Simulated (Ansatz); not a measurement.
A constructed model of the (111)B surface of zinc-blende GaAs, As-terminated, As trimer, 2x2 (bottom of the slab: 3 H on 4 bottom sites)

Method: PBE (plane waves to 420 eV, PAW; Ansatz, a program for electronic structure).

Set-up: 38 atoms, 14.7 Å thick at the start with caps and adatoms; mesh 3x3x1; 0.025 eV smearing; dipole correction on; 8 atoms held, the rest relaxed; start symmetry kept, larger cells not searched; no spin, no spin-orbit, no U. It is one candidate, not shown to be the stable structure of the face.

```yaml
gap_of_the_slab_on_its_k_mesh: 0.64 eV
highest_filled_level_below_the_top_vacuum_level: 4.91 eV
energy_released_by_relaxation: 1.43 eV
cost: roughly 22 core-minutes
```
